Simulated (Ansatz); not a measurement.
System: Al₂O₃ (Cmc2₁, No. 36, 10 atoms in the cell; start mp-754401; a measured phase of this formula has another space group). Method: PBEsol in Ansatz (plane waves, PAW).

Run with plane-wave cutoff 520 eV, 8×8×8 k mesh, Fermi–Dirac smearing 0.01 eV, scalar-relativistic PAW data made under PBE.

The cell is the one relaxed with PBEsol. Conventional cell: a = 9.7059 Å, b = 5.5303 Å, c = 4.9412 Å, α = 90.00°, β = 90.00°, γ = 90.00°.

```
Al2O3
1.0
    4.85297    -2.76514     0.00000
    4.85297     2.76514     0.00000
    0.00000     0.00000     4.94118
Al O
4 6
Direct
  0.99260   0.67176   0.43124
  0.00740   0.32824   0.93124
  0.32824   0.00740   0.43124
  0.67176   0.99260   0.93124
  0.78129   0.21871   0.99114
  0.21871   0.78129   0.49114
  0.89840   0.65881   0.08705
  0.10160   0.34119   0.58705
  0.34119   0.10160   0.08705
  0.65881   0.89840   0.58705
```

Problem. List the 32 lowest band energies at Γ above −25 eV (eV, relative to the valence band maximum), grouping those that round alike.

Solution. At Γ: -18.47, -17.34, -17.31, -17.19, -15.68, -15.65, -6.09, -5.84, -5.82, -4.52, -4.17, -4.01, -3.08, -3.06, -2.92, -2.48, -1.68, -1.66, -1.49, -1.40, -0.87, -0.47, -0.05, 0.00, 4.18, 8.47, 8.64, 8.96, 9.15, 9.34, 9.84, 9.92.

A start named mp-… is a Materials Project structure, which need not be a measured phase.

Ansatz is an electronic-structure program.
